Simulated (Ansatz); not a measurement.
How far PBE and PBEsol part for hypothetical zinc blende KH, biaxial strain −2.54 %, plane normal [110], relaxed out of plane

Take KH in the zinc blende structure (space group F-43m, No. 216; a = 6.209 Å; a hypothetical phase, not in the database extracts checked) as the base. Axes: x, y, z lie along the cube axes.

(Cell as relaxed with PBE.)

Levels (all Ansatz, an electronic-structure program, PAW): PBE (420 eV, no spin-orbit coupling); PBEsol (420 eV, no SOC).

Each level relaxes its own structure.

```
base                      PBE    PBEsol
-------------------  --------  --------
volume per atom      29.93 Å³  28.74 Å³
lattice parameter a   6.209 Å   6.126 Å
band gap              3.64 eV   3.54 eV
```

Modification: biaxial strain −2.54 %, plane normal [110], relaxed out of plane (Cartesian); in-plane vectors clamped, the third vector and the atoms free.

| quantity | PBE | PBEsol |
|---|---|---|
| volume per atom | 29.12 Å³ | ? |
| smallest direct gap | 3.78 eV | ? |

Q: Predict the PBEsol column.

A: 
- volume per atom, PBEsol: 28.03 Å³
- smallest direct gap, PBEsol: 3.62 eV

PBE's volume per atom lies 1.09 Å³ above PBEsol's (3.9 %); PBE's smallest direct gap lies 0.16 eV above PBEsol's. Neither level is exact; PBEsol is the comparison here, not a measurement.

Semilocal Kohn–Sham gaps tend to fall short of experiment. Whether these cells are dynamically stable was not tested.
